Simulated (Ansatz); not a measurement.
The starting structures come from a database of crystals and need not be the phases stable at ambient conditions.

 Where the default PAW files enter, the runs use the earlier of Ansatz's two default sets.

Here is the system:

```
CELL_PARAMETERS angstrom
      5.91240     0.00000     0.00000
      0.00000     5.92507     0.00000
      2.95620     0.00000     5.12029
ATOMIC_POSITIONS crystal
  Zr 0.00000 0.00000 0.00000
  Mo 0.33333 0.70245 0.33333
  Mo 0.66667 0.29755 0.66667
  O  0.66667 0.58598 0.66667
  O  0.33333 0.41402 0.33333
  O  0.83253 0.19945 0.83253
  O  0.16747 0.80055 0.16747
  O  0.33495 0.19945 0.83253
  O  0.66505 0.80055 0.16747
  O  0.83253 0.19945 0.33495
  O  0.16747 0.80055 0.66505
```

Space group of this cell: P-3m1. The cell was relaxed by PBE-D3(BJ); by PBEsol its mean pressure is -1.8 GPa.

Transport runs along the normal of the first two printed cell vectors, the (100) plane of the conventional cell.

No gap correction and no spin-orbit coupling; mid-gap values are interpolated between computed energies.

### Question
Predict the band gap and the smallest decay constant κ at mid-gap from PBEsol in Ansatz (a quantum-chemistry and plane-wave program).

### Answer
Gap 3.12 eV on a 6×6×6 mesh; κ = 0.351 1/Å, at the zone centre.
